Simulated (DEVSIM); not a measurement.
Device: abrupt InP n-p junction, at 300 K.

```csv
layer (left to right),material,thickness (μm),Nd (cm⁻³),Na (cm⁻³),τn (s),τp (s)
1,InP,21.0,2.5e16,-,2.2e-8,2.2e-7
2,InP,31.0,-,4e17,2.2e-8,2.2e-8
```

Left contact: ohmic. Right contact: ohmic. Voltage is applied to the left contact. Recombination: SRH at mid-gap, radiative. Mobility is μmin + (μ − μmin)/(1 + (N/Nref)^α).

Constants are typed, rounded textbook-type inputs, not results; the design itself was drawn at random and stands for no fabricated device. Values at 300 K.

```tsv
parameter	InP
gap (eV)	1.344
affinity (eV)	4.38
permittivity	12.5
Nc (cm⁻³)	5.7e17
Nv (cm⁻³)	1.1e19
μn (cm²/Vs)	5200
μp (cm²/Vs)	170
μn,min	400
μp,min	10
Nref,n	3e17
Nref,p	4.9e17
αn	0.47
αp	0.62
B (cm³/s)	1.2e-10
```

DEVSIM, 1D drift-diffusion, Boltzmann statistics, complete ionisation; no tunnelling, impact ionisation, image-force lowering or self-heating.

Question: Tabulate band edges, carrier densities and field at 5.0 V on the left contact.

Answer: Energies count from the Fermi level of the right contact; mesh points crowd at the junctions.

```csv
x (μm),Ec (eV),Ev (eV),n (cm⁻³),p (cm⁻³),field (V/cm)
0.000,-4.919,-6.263,2.5e16,< 1e2,≈ 0
0.04819,-4.919,-6.263,2.5e16,< 1e2,≈ 0
0.1929,-4.919,-6.263,2.5e16,< 1e2,≈ 0
0.6275,-4.919,-6.263,2.5e16,< 1e2,≈ 0
2.686,-4.919,-6.263,2.5e16,< 1e2,≈ 0
8.114,-4.919,-6.263,2.5e16,< 1e2,≈ 0
16.36,-4.919,-6.263,2.5e16,< 1e2,≈ 0
19.95,-4.919,-6.263,2.5e16,< 1e2,≈ 0
20.67,-3.933,-5.277,< 1e2,< 1e2,83000
20.91,-0.906,-2.251,< 1e2,< 1e2,170000
20.98,0.560,-0.784,< 1e2,730000,200000
21.04,1.242,-0.102,< 1e2,2.2e17,22000
21.15,1.258,-0.086,< 1e2,4.0e17,≈ 0
21.51,1.258,-0.086,< 1e2,4.0e17,≈ 0
23.29,1.258,-0.086,< 1e2,4.0e17,≈ 0
27.91,1.258,-0.086,< 1e2,4.0e17,≈ 0
40.35,1.258,-0.086,< 1e2,4.0e17,≈ 0
48.14,1.258,-0.086,< 1e2,4.0e17,≈ 0
51.09,1.258,-0.086,< 1e2,4.0e17,≈ 0
51.71,1.258,-0.086,< 1e2,4.0e17,≈ 0
51.92,1.258,-0.086,< 1e2,4.0e17,≈ 0
52.00,1.258,-0.086,< 1e2,4.0e17,≈ 0
```
